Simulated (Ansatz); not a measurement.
An Ansatz (a program for electronic structure) run: Mg with a change (pressure 22.5 GPa); PBE (Ansatz; PAW; 420 eV plane waves; no spin-orbit coupling).

Input:

Ansatz 0.2 input:
```yaml
crystal:
  lattice:
    - [2.9353399679, 0, 0]
    - [-1.4676699839, 2.542078981, 0]
    - [0, 0, 4.7790236906]
  atoms:
    - { symbol: Mg, position: [0.6666666667, 0.3333333333, 0.75] }
    - { symbol: Mg, position: [0.3333333333, 0.6666666667, 0.25] }
basis: { ecutwfc: 420, ecutrho_ratio: 4, xc_grid: 2, fft_grid_basis: typed }
kpoints: { mp_grid: { grid: [17, 17, 9] } }
hamiltonian:
  xc: pbe
  dispersion: none
  pseudopotentials: { kind: paw }
scf: { occupations: { method: fermi_dirac, width: 0.05 } }
relax: { f_tol: 0.01, max_steps: 60, cell: { stress_tol: 0.02, p_target: 22.5 } }
output: { forces: true, stress: true }
checkpoint: { write: state.ck, write_every: 1000 }
```

Output (explanatory and most iteration lines left out):

```
Relaxation: its limit of steps is 60 (relax.max_steps)
Pseudopotential: Mg, paw, valence charge 10
Crystal: 2 atoms, lattice volume = 35.660 Å³
Basis set: ecut = 420 eV, 699 PW (Γ), exchange–correlation on 40×40×64 points (8 copies of the dense FFT grid, shifted against one another)
Bands: 14, of which v1, the nominal top of the filled ones, is band 10 counted from 1 (9 counted from 0)
Symmetry: 24 space group operations
Space group: P63/mmc (ITA 194), of the structure as read, at distance tolerance 3.3e-5 Å
k-points: 165 of 2601
Functional: x = pbe(κ = 0.804, μ = 0.2195149727645171), c = pbe(β = 0.06672455060314922)
SCF iter   1: F=—  HF=-3847.219281 eV  |F-HF|=—  |Δ(HF+E_count)|=         —  Δρ=7.13e-4  dr2=1.40e-4  ethr=1.77e-3  ⟨swp⟩=5.2  Hψ=11905  notcnv=0
SCF iter   2: F=—  HF=-3847.219329 eV  |F-HF|=—  |Δ(HF+E_count)|=   4.73e-5  Δρ=4.94e-4  dr2=6.92e-5  ethr=6.99e-7  ⟨swp⟩=2.6  Hψ=5122  notcnv=0
SCF 1 converged in 6 iterations: F = -3847.219403 eV  dr2 = 2.11e-10
relax step   1: F+E_penalty+E_count = -3847.21940277 eV  Δ(F+E_penalty+E_count) = +0.000e0 eV  max|allowed force component| = 3.238e-17 eV/Å  Δτ_max = 0.0000 Å  P = +15.005 GPa  Ω = 35.660 Å³  (6 SCF iters, dr2 threshold 1.00e-7 eV, accepted)
[... steps on the carried basis left out ...]
relax step   6: F+E_penalty+E_count = -3846.92009285 eV  Δ(F+E_penalty+E_count) = +1.175e-4 eV  max|allowed force component| = 4.395e-17 eV/Å  Δτ_max = 0.0000 Å  P = +22.504 GPa  Ω = 33.077 Å³  stress off target by 8.10e-3 GPa  SCF on the basis re-selected at this cell (its energy is not comparable with the rows above)  (4 SCF iters)
SCF converged after 4 iterations
Free energy (F): -3846.920093 eV
Internal energy: -3846.915234 eV  (E = F + TS)
E sigma→0 (E₀):  -3846.917663 eV
Entropy (-TS):   -0.004859 eV (-2.430 meV/atom)
Fermi energy:    8.830364 eV
--- Forces (eV/Å), atoms counted from 1 ---
  atom   1  Mg     0.00000000    -0.00000000     0.00000000
  atom   2  Mg     0.00000000     0.00000000     0.00000000
--- Stress (GPa, compression-positive) ---
       22.508096      -0.000000       0.000000
       -0.000000      22.508096       0.000000
        0.000000       0.000000      22.496705
  P = ⅓ Tr σ = 22.5043 GPa (225.043 kbar)
--- Relaxed structure (5 steps of the walk, 4 accepted, 1 SCFs on fresh bases) ---
  cell:  # Å, volume = 33.0767 Å³
    - [2.8635935986571943, -2.8161934480311617e-11, 0.0]
    - [-1.4317967993042082, 2.479944802565711, 0.0]
    - [0.0, 0.0, 4.657675160744156]
  atoms:
    - { symbol: Mg, position: [0.6666666666666666, 0.33333333333333337, 0.75] }
    - { symbol: Mg, position: [0.3333333333333334, 0.6666666666666669, 0.25] }
```

Load acts through the strain it causes; cell and atoms are relaxed under it. Whether these cells are dynamically stable was not tested. No other phases were tried under pressure. The cell was made from Mg in the hcp (Mg type) structure (space group P6_3/mmc, No. 194) by this change: pressure 22.5 GPa.
